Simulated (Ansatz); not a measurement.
# Sensitivity of a calculation on TiBr2 (Pnnm, 6 atoms in the cell) to its settings

```yaml
crystal:
  lattice:
    - [5.14916, 0.00000, 0.00000]
    - [0.00000, 6.28451, 0.00000]
    - [0.00000, 0.00000, 3.92321]
  atoms:
    - { symbol: Ti, position: [0.00000, 0.00000, 0.00000] }
    - { symbol: Ti, position: [0.50000, 0.50000, 0.50000] }
    - { symbol: Br, position: [0.20040, 0.37870, 0.00000] }
    - { symbol: Br, position: [0.70040, 0.12130, 0.50000] }
    - { symbol: Br, position: [0.29960, 0.87870, 0.50000] }
    - { symbol: Br, position: [0.79960, 0.62130, 0.00000] }
```

Base run A: PBE, harder PAW files (source: ansatz) (Ansatz, a first-principles code), self-consistent single point.

Its settings: basis.ecutwfc = 740 eV; kpoints.mp_grid.grid = 4 3 5; hamiltonian.xc = pbe; hamiltonian.pseudopotentials = {kind: paw, source: ansatz}; scf.occupations.method = methfessel_paxton; scf.occupations.width = 0.2 eV.

The starting cell was generated: these elements placed on a structure prototype, without a prior relaxation; it need not be a known phase or ordering of this composition. Spin polarisation is off, so a magnetic state, if there is one, cannot be reached. In the base run, with a pressure of about 10 GPa the cell is away from its equilibrium volume at this level. In the base run, forces exceed 1 eV/Å. Ansatz's pressure includes its estimate of the finite-basis (Pulay) stress. Without a gap this mesh is coarse (it stands for a supercell whose shortest vector is 19 Å).

ΔF is the free energy per atom less that of run A. A dash stands where there is no value to compare (another energy zero or no entropy term, no result, no spin, no clean gap, or a mesh too coarse for one). Total energies depend on the potentials, the functional and any Hubbard or dispersion term, so they are compared only between runs that share all of them.

Runs:
- B: crystal.symmetry.detect: default → false
- C: scf.occupations.width: 0.2 eV → 0.01 eV
- D: hamiltonian.xc: pbe → revpbe [revPBE]
- E: kpoints.mp_grid.grid: 4 3 5 → 5 4 6; scf.occupations.width: 0.2 eV → 0.3 eV
- F: scf.mixing.algorithm: default (the program chose MSR1) → broyden; scf.mixing.beta: default → 0.7
- G: scf.mixing.preconditioner: default (the program chose Kerker) → kerker; scf.mixing.q_tf: default → 0.5
- H: basis.precision: default → f64

```csv
run,ΔF (meV/atom),pressure (GPa),largest force (eV/Å),k-points
A,0.00,9.90,3.517,18
B,0.00,9.90,3.517,31
C,0.09,9.89,3.498,18
D,–,11.84,3.537,18
E,-0.37,9.99,3.534,36
F,0.00,9.90,3.517,18
G,0.00,9.90,3.517,18
H,0.00,9.90,3.517,18
```

Run F against A: The free energy stays essentially unchanged (within 1 meV/atom), the pressure stays at 9.90 GPa and the largest force stays at 3.517 eV/Å.

Run D against A: The pressure goes from 9.90 to 11.84 GPa and the largest force goes from 3.517 to 3.537 eV/Å.

Run E against A: The free energy hardly moves (within 1 meV/atom), the pressure moves little (9.90 to 9.99 GPa) and the largest force goes from 3.517 to 3.534 eV/Å.

Keys are those of Ansatz 0.2.
